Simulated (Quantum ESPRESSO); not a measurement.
**How a calculation on SiO2 (P3_121, 9 atoms in the cell) responds to its settings**

```yaml
crystal:
  lattice:
    - [4.96166, 0.00000, 0.00000]
    - [-2.48083, 4.29693, 0.00000]
    - [0.00000, 0.00000, 5.48290]
  atoms:
    - { symbol: Si, position: [0.53109, 0.53109, 0.00000] }
    - { symbol: Si, position: [0.46891, 0.00000, 0.33333] }
    - { symbol: Si, position: [0.00000, 0.46891, 0.66667] }
    - { symbol: O, position: [0.26922, 0.41339, 0.78489] }
    - { symbol: O, position: [0.58661, 0.85583, 0.11822] }
    - { symbol: O, position: [0.14417, 0.73078, 0.45156] }
    - { symbol: O, position: [0.41339, 0.26922, 0.21511] }
    - { symbol: O, position: [0.85583, 0.58661, 0.88178] }
    - { symbol: O, position: [0.73078, 0.14417, 0.54844] }
```

Base run A: PBE, GBRV 1.5 ultrasoft (PBE) pseudopotentials in Quantum ESPRESSO 7.5, self-consistent single point.

Its settings: ecutwfc = 40 Ry; ecutrho = 200 Ry; occupations = fixed; potentials = {Si: si_pbe_v1.uspp.F.UPF, O: o_pbe_v1.2.uspp.F.UPF}; K_POINTS = automatic 5 5 4 0 0 0; nbnd = 32; conv_thr = 1e-10 Ry.

The starting cell comes from a database of computed structures (which also holds hypothetical and non-ambient phases and stackings), without a prior relaxation at this level. Its lattice was rescaled by a random factor within 2.5 % of one.

ΔF is the free energy per atom less that of run A. 

Runs:
- B: lattice scaled by 0.97
- C: lattice scaled by 0.97; ecutwfc: 40 Ry → 24 Ry; ecutrho: 200 Ry → 120 Ry
- D: lattice scaled by 0.985
- E: lattice scaled by 0.985; ecutwfc: 40 Ry → 24 Ry; ecutrho: 200 Ry → 120 Ry
- F: lattice scaled by 1.015
- G: lattice scaled by 1.015; ecutwfc: 40 Ry → 24 Ry; ecutrho: 200 Ry → 120 Ry
- H: lattice scaled by 1.03
- I: lattice scaled by 1.03; ecutwfc: 40 Ry → 24 Ry; ecutrho: 200 Ry → 120 Ry
- J: ecutwfc: 40 Ry → 24 Ry; ecutrho: 200 Ry → 120 Ry

```
run  ΔF (meV/atom)  pressure (GPa)  largest force (eV/Å)  gap on the mesh (eV)
---  -------------  --------------  --------------------  --------------------
A             0.00            0.28                 0.048                 5.773
B             68.5           20.48                 1.095                 6.434
C            713.7          -22.36                 1.044                 6.316
D             16.9            9.41                 0.501                 6.116
E            671.0          -31.83                 0.462                 6.000
F             13.2           -7.20                 0.451                 5.406
G            669.3          -44.80                 0.431                 5.291
H             52.5          -13.25                 0.818                 5.017
I            702.2          -48.91                 0.769                 4.904
J            650.7          -38.88                 0.053                 5.665
```

Run E against A: The free energy goes up by 671 meV/atom, the pressure goes from 0.28 to -31.83 GPa, the largest force goes from 0.048 to 0.462 eV/Å and the gap on the mesh goes from 5.773 to 6.000 eV.

Run I against A: The free energy goes up by 702 meV/atom, the pressure goes from 0.28 to -48.91 GPa, the largest force goes from 0.048 to 0.769 eV/Å and the gap on the mesh goes from 5.773 to 4.904 eV.

Run D against A: The free energy goes up by 16.9 meV/atom, the pressure goes from 0.28 to 9.41 GPa, the largest force goes from 0.048 to 0.501 eV/Å and the gap on the mesh goes from 5.773 to 6.116 eV.
